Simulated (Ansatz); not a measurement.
# MgO in the rock salt structure (space group Fm-3m, No. 225)

MgO has the cubic space group Fm-3m (No. 225), the rock salt structure, Pearson symbol cF8. Conventional cell: a = b = c = 4.2044 Å, α = β = γ = 90.00°. O on 4a is coordinated by 6 Mg at 2.102 Å (octahedral). Mg on 4b sees 6 O at 2.102 Å (octahedral). (Neighbours: up to the widest gap in distance over summed covalent radii, below 1.35, at either atom; cation-cation and far metal-metal contacts left out.)
(The calculation used a cell of 2 atoms; values per cell refer to that cell.)

The values are results of r2SCAN, PAW, 500 eV (Ansatz, a program for electronic structure; spin-orbit coupling left out), not measurements. k-mesh 13×13×13 (Γ-centred); smearing 0.05 eV (Fermi–Dirac).

```yaml
volume_per_atom: 9.29 Å³
density: 3.60 g/cm³
band_gap: 5.68 eV, direct at Γ
electron_mass: 0.36 mₑ
Hole mass (degenerate bands, along [100]): 0.42, 2.1, 2.1 mₑ
Lowest conduction-band minima above the VBM: Γ 5.68 eV
total_energy: -1249.167 eV/atom (σ→0; compares only within this code and set-up)
```

Effective masses come from finite differences of ±0.01 Å⁻¹. Whether these cells are dynamically stable was not tested.
